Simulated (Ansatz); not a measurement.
An input for Ansatz (PBEsol) and the part of its output that reports the quasi-harmonic study. Lengths are of the primitive cell. Spin-orbit coupling is not included. The pressure is 30 GPa. The structure is held there; whether it is the stable one at that pressure was not tested.

Ansatz 0.2 input:
```yaml
crystal:
  lattice:
    - [-1.5798790711, 1.5798790711, 1.5798790711]
    - [1.5798790711, -1.5798790711, 1.5798790711]
    - [1.5798790711, 1.5798790711, -1.5798790711]
  atoms:
    - { symbol: Ta, position: [0.0, 0.0, 0.0] }
kpoints:
  mp_grid: { grid: [16, 16, 16] }
hamiltonian:
  xc: pbesol
  pseudopotentials: { kind: paw }
scf:
  occupations: { method: methfessel_paxton, width: 0.15 }
phonons:
  method: dfpt
  qmesh: [4, 4, 4]
  temperatures: { t_max: 1000, t_step: 25 }
  thermal_expansion: { pressure: 30 }
checkpoint:
  write: run
```

```
--- Thermal expansion: 10 cells in 3 rounds, 30 GPa ---
  no lower state was reached at cell 4; its state was not examined: fill_not_monotonic
  without vibrations: a 2.73178, b 2.73178, c 2.73178 Å, V 15.6934 Å³, B 308.33 GPa
  at 0 K: a 2.73335, b 2.73335, c 2.73335 Å, V 15.7203 Å³, B 307.05 GPa
  zero-point expansion: a +0.057, b +0.057, c +0.057, V +0.172 %
      T/K        a/Å        b/Å        c/Å       V/Å³ | expansion of a, b, c, V (1e-6/K)   | that of V in the mean from 25 °C | C_P, C_V (J/mol K of the cell) | B_T, B_S (GPa)
     0.00    2.73335    2.73335    2.73335    15.7203 |    0.00    0.00    0.00    0.00 |   12.47 |     0.000     0.000 |   307.05   307.05
   100.00    2.73389    2.73389    2.73389    15.7297 |    4.18    4.18    4.18   12.54 |   15.76 |    17.992    17.946 |   306.03   306.81
   200.00    2.73524    2.73524    2.73524    15.7531 |    5.39    5.39    5.39   16.18 |   16.74 |    23.432    23.281 |   304.09   306.06
   298.15    2.73674    2.73674    2.73674    15.7790 |    5.73    5.73    5.73   17.19 |       - |    24.973    24.720 |   302.20   305.30
   375.00    2.73796    2.73796    2.73796    15.8001 |    5.87    5.87    5.87   17.61 |   17.43 |    25.641    25.308 |   300.78   304.74
   475.00    2.73959    2.73959    2.73959    15.8283 |    6.00    6.00    6.00   18.00 |   17.67 |    26.282    25.843 |   299.02   304.09
   575.00    2.74125    2.74125    2.74125    15.8571 |    6.10    6.10    6.10   18.30 |   17.87 |    26.816    26.270 |   297.35   303.54
   675.00    2.74293    2.74293    2.74293    15.8863 |    6.19    6.19    6.19   18.56 |   18.05 |    27.299    26.641 |   295.79   303.09
   775.00    2.74464    2.74464    2.74464    15.9160 |    6.26    6.26    6.26   18.78 |   18.21 |    27.749    26.977 |   294.34   302.75
   875.00    2.74637    2.74637    2.74637    15.9461 |    6.33    6.33    6.33   18.98 |   18.36 |    28.172    27.285 |   292.99   302.52
   975.00    2.74812    2.74812    2.74812    15.9765 |    6.39    6.39    6.39   19.17 |   18.50 |    28.572    27.567 |   291.76   302.40
  1000.00    2.74855    2.74855    2.74855    15.9842 |    6.40    6.40    6.40   19.21 |   18.53 |    28.668    27.633 |   291.47   302.39
  the static fit leaves 0.000 meV an atom of the energies and, of the stresses, 0.001 GPa of each cell's largest along a strain (root mean squares over the cells), whose Pulay part it has at -0.007 GPa
  vibrations' free energy: its fit passes through its cells
  the electrons' free energy at temperature is in it; its fit leaves 0.0022 meV an atom at the most
  free energies summed between the sampled wave vectors
  estimated error of the fitted expansion in any direction: up to 0.013e-6/K, at 1000 K, with few degrees of freedom (an estimate, not a bound: it was exceeded on models of known expansion)
  by sums over the sampled wave vectors an expansion of the volume parts by up to 0.90e-6/K
  by a static energy of one degree less an expansion of the volume parts by up to 0.00e-6/K
```

Warnings of the run: thermal_expansion_settings.

Cost: roughly 28 core-minutes.

Whether this phase is the stable one at each condition was not tested.

Ansatz is a program for electronic structure.
